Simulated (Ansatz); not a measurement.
H on the 1x1 (111) surface of fcc Pt, one in a 1x1 cell, energies for each (6.8 Å²). Energies are against ½ H2(g), without zero-point or thermal terms; each row is named by its start.

Computed with PBE (plane waves to 420 eV, PAW; Ansatz, a first-principles code).

Problem. Which site binds most strongly?
(A) top Pt
(B) hollow Pt-Pt-Pt over Pt at depth 2.3 Å
(C) hollow Pt-Pt-Pt over Pt at depth 4.6 Å

Solution. C, hollow Pt-Pt-Pt over Pt at depth 4.6 Å. Adsorption energies: hollow Pt-Pt-Pt over Pt at depth 4.6 Å -0.38 eV; top Pt -0.35 eV; hollow Pt-Pt-Pt over Pt at depth 2.3 Å -0.33 eV.
